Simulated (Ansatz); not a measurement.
# Defect calculation: Ce_Al in metastable zinc-blende AlN

Method: PBE, PAW (plane waves to 420 eV; Ansatz, a quantum-chemistry and plane-wave program). The supercell holds 64 host sites (2×2×2 repeats of the unit cell), with a 2×2×2 shifted k-point sampling for the final energies. Site at the start: the Al site. Charged cells carry a point-charge image correction with potential alignment at far atoms. Dielectric constants: PBE linear response of the host. Host gap at this level: 3.31 eV. A cell of this size leaves errors of a few tenths of an eV. PBE underestimates the host's gap, which shifts levels and can delocalise carriers. Spin–orbit coupling is left out, and no Hubbard U is applied to the open shells. Each state is the lowest found from its start.

Formation energies E_f are given with the Fermi level at the valence-band maximum. Chemical conditions: Al-rich (Δμ(Al) = 0.00 eV, Δμ(Ce) = -1.64 eV, bounded by CeAl3 (Cmcm); only phases computed here count, gases as isolated molecules at 0 K). Reference phases: Al: fcc Al, Ce: fcc Ce.

| charge | moment (μB) | largest move off a lattice site (Å) | image correction with alignment (eV) | E_f, Al-rich (eV) |
|---|---|---|---|---|
| +2† | 1.0 | 0.45 | 1.89 | – |
| +1 | not spin-polarised | 0.26 | 0.75 | 2.54 |
| 0 | 1.0 | 0.31 | 0.00 | 4.82 |
| −1† | 2.0 | 0.35 | -0.31 | – |

† Not settled in this cell, so no level is given: charge +2: level within 0.1 eV of a band edge or past it; charge −1: a level filled in part, carriers not clearly localised, a large or scattered potential alignment, level within 0.1 eV of a band edge or past it.

Transition levels above the valence-band maximum: ε(+1/0) = 2.28 eV. With a charge missing or unsettled, these needn't be thermodynamic levels.

Flagged in the runs: a doubtful potential alignment, a strain field that reaches the edge of the cell.
